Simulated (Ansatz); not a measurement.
Start from TiC in the rock salt structure (space group Fm-3m, No. 225; a = 4.328 Å; relaxed with 0.1 eV smearing). Axes: x, y, z lie along the cube axes.

Structures relaxed with r2SCAN (Ansatz, a quantum-chemistry and plane-wave program, PAW, without spin-orbit coupling).

Base:

Simulated powder pattern, Cu Kα, λ = 1.54184 Å (kinematic, ideal powder, no thermal factors, no anomalous dispersion; the 10 strongest lines at most, above 2 %, up to 2θ = 90°):

```csv
2θ (°),I/Imax (%),hkl
35.94,87,(111)
41.74,100,(200)
60.51,57,(220)
72.43,30,(311)
76.20,18,(222)
```

The change: a pure shear with ε_xy = ε_yx = 0.0171, atoms relaxed at fixed cell.

After the change:

Simulated powder pattern, Cu Kα, λ = 1.54184 Å (kinematic, ideal powder, no thermal factors, no anomalous dispersion; the 10 strongest lines at most, above 2 %, up to 2θ = 90°):

| 2θ (°) | I/Imax (%) | hkl |
|---|---|---|
| 35.53 | 67 | (111) |
| 36.37 | 63 | (1 -1 1) |
| 41.74 | 50 | (002) |
| 41.76 | 100 | (200) |
| 59.39 | 15 | (220) |
| 60.52 | 57 | (202) |
| 61.67 | 13 | (2 -2 0) |
| 71.68 | 15 | (311) |
| 73.24 | 14 | (3 -1 1) |
| 75.20 | 14 | (222) |

The indices refer to the base's conventional cell; one index is shown for lines that coincide. The space group is now Immm (No. 71).

The cells carry an imposed strain or load. No phonon test of stability was made. The final runs are not spin-polarised.
